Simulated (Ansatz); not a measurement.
The starting structures come from a database of crystals and need not be the phases stable at ambient conditions.

Data:

```
ZrO2
1.0
    3.25880     0.00000     0.00000
    0.00000     6.88398     0.00000
    0.00000     3.44199     3.44199
Zr O
2 4
Direct
  0.00000   0.00000   0.00000
  0.50000   0.50000   0.00000
  0.00000   0.30560   0.00000
  0.00000   0.69440   0.00000
  0.50000   0.80560   0.38880
  0.50000   0.19440   0.61120
```

Space group of this cell: P4_2/mnm, rutile. The cell is taken as given.

Transport runs along the normal of the first two printed cell vectors, the (110) plane of the conventional cell.

No gap correction and no spin-orbit coupling; mid-gap values are interpolated between computed energies.

**Question.** Give the band gap and the smallest decay constant κ at mid-gap that r2SCAN (Ansatz, a program for electronic structure) yields.

**Answer.** Gap 4.12 eV on a 10×10×10 mesh; κ = 0.297 1/Å, at the zone centre.
